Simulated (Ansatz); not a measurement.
We consider TiAs (P6₃/mmc, No. 194), described by r²SCAN-D4 (PAW; Ansatz, a first-principles code).

Run with plane-wave cutoff 560 eV, 18×18×6 k mesh (along the axes of the cell as run), Fermi–Dirac smearing 0.05 eV, no spin polarisation, scalar-relativistic PAW data made under PBE.

Shape and atoms are relaxed at each volume.

Pressure at four volumes; x = ln(V/17.132 Å³). One pressure is withheld.

```tsv
V (Å³/atom)	x	P (GPa)
16.447	-0.0408	?
16.790	-0.0202	2.72
17.132	0.0000	0.00
17.818	0.0393	-4.66
```

Problem. Pass a parabola P(x) through the three rows shown, estimate the bulk modulus and its pressure derivative near zero pressure, and predict the withheld pressure.

Solution. Slopes between the rows: (0.00 − (2.72))/(0.0000 − (-0.0202)) = -134.65 and (-4.66 − (0.00))/(0.0393 − (0.0000)) = -118.58 GPa. Their difference over the span 0.0595 is c = 16.07/0.0595 = 270.1 GPa, so P(x) = 2.72 + (-134.65)(x − (-0.0202)) + 270.1 (x − (-0.0202))(x − (0.0000)). At the middle row B = −dP/dx = −[-134.65 + 270.1 × 0.0202] = 129.2 GPa, and B′ = dB/dP = 2c/B = 4.2. At x = -0.0408 the parabola gives 5.72 GPa; the run gives 5.73 GPa. The Birch–Murnaghan fit to the energies at all volumes has B0 = 129 GPa and B′ = 4.2.

Note: the bulk modulus comes from volumes at which shape and atoms were relaxed.
